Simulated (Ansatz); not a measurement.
Base system: HfO2 in the fluorite structure (space group Fm-3m, No. 225; a = 5.044 Å).

Computed with plane-wave PAW DFT at the PBEsol level (Ansatz, a first-principles code, 420 eV), no SOC.

Base values:

| Property | Result |
|---|---|
| Electron mass | 1.1 mₑ along k, 0.70 mₑ across (at X) |
| Volume per atom | 10.69 Å³ |
| Band gap | 3.69 eV |

Now apply this change: cell and atoms relaxed at a pressure of 4.5 GPa.

Q: What happens to the hole mass, electron mass, volume per atom and band gap?

A: The hole mass amounts to 0.28 mₑ along k, 3.0 mₑ across (at X); the electron mass goes from 1.1 mₑ along k, 0.70 mₑ across (at X) to 1.1 mₑ along k, 0.69 mₑ across (at X); the volume per atom drops by 0.17 Å³ (10.69 Å³ → 10.52 Å³); the band gap grows by 0.04 eV to 3.73 eV.

Spin-orbit coupling, missing from the scalar runs, can matter with Hf. Load acts through the strain it causes; cell and atoms are relaxed under it. Masses are band curvatures over ±0.01 Å⁻¹ around the edge. Along k means along the line from Γ to the band edge. Stability against distortions was not tested. This is not the structure that HfO2 has at room temperature and ambient pressure.
